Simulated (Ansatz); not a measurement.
Take GaSb in the zinc blende structure (space group F-43m, No. 216; a = 6.132 Å) as the base. Axes: x, y, z lie along the cube axes.

Structures relaxed with r2SCAN (Ansatz, a program for electronic structure; PAW; 500 eV plane waves; no spin-orbit coupling).

Base:

Simulated powder pattern, Mo Kα, λ = 0.71073 Å (kinematic, ideal powder, no thermal factors, no anomalous dispersion; the 14 strongest lines at most, above 2 %, up to 2θ = 40°):

| 2θ (°) | I/Imax (%) | hkl |
|---|---|---|
| 11.52 | 100 | (111) |
| 13.31 | 5.9 | (200) |
| 18.87 | 80 | (220) |
| 22.16 | 54 | (311) |
| 26.81 | 15 | (400) |
| 29.26 | 23 | (331) |
| 30.04 | 2.5 | (420) |
| 32.99 | 30 | (422) |
| 35.05 | 17 | (511) |
| 38.27 | 8.9 | (440) |

After one change:

Simulated powder pattern, Mo Kα, λ = 0.71073 Å (kinematic, ideal powder, no thermal factors, no anomalous dispersion; the 14 strongest lines at most, above 2 %, up to 2θ = 40°):

```csv
2θ (°),I/Imax (%)
11.48,100
18.68,27
18.86,53
21.98,37
22.28,18
26.54,9.9
29.00,8.0
29.23,16
32.75,20
33.07,9.8
34.72,8.8
38.25,5.9
39.71,5.6
39.88,5.5
```

Question: Which change produced these results?
A) biaxial strain +1.50 %, plane normal [001], relaxed out of plane
B) biaxial strain +2.50 %, plane normal [001], relaxed out of plane
C) biaxial strain +1.00 %, plane normal [001], relaxed out of plane
D) biaxial strain +0.50 %, plane normal [001], relaxed out of plane

Answer: C, biaxial strain +1.00 %, plane normal [001], relaxed out of plane. Its volume per atom is 29.16 Å³ against 28.83 Å³, and its space group is I-4m2 (No. 119).

No phonon test of stability was made. All final runs are without spin polarisation.
